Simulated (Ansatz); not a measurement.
## AlB2-type ZrB2, lattice parameter a

Reference value: 3.17 Å (measured, room temperature, not corrected to a static lattice; as tabulated in Zhang et al. (2020), arXiv:1911.03307).

What do PBE, PBE-D3(BJ), r²SCAN-D4, B3LYP (VWN-RPA form), Hartree–Fock give, and how far is each from the reference?


```
level (code)                   value (Å)  difference (%)
-----------------------------  ---------  --------------
PBE (Ansatz)                       3.171           +0.03
PBE-D3(BJ) (Ansatz)                3.145           -0.79
r²SCAN-D4 (Ansatz)                 3.162           -0.25
B3LYP (VWN-RPA form) (Ansatz)      3.168           -0.06
Hartree–Fock (Ansatz)              3.196           +0.82
```

The reference is not for a static lattice or low temperature, so close values are not ranked against it.

The reference isn't brought to a static lattice, while the calculations are for one, so the differences are not the levels' errors alone.  Cutoffs and k meshes differ between the levels. Ansatz's density-functional and Hartree–Fock values are scalar-relativistic unless marked +SOC, with PAW data made under PBE.

Differences are worked out from the printed values.

Ansatz is a quantum-chemistry and plane-wave program.
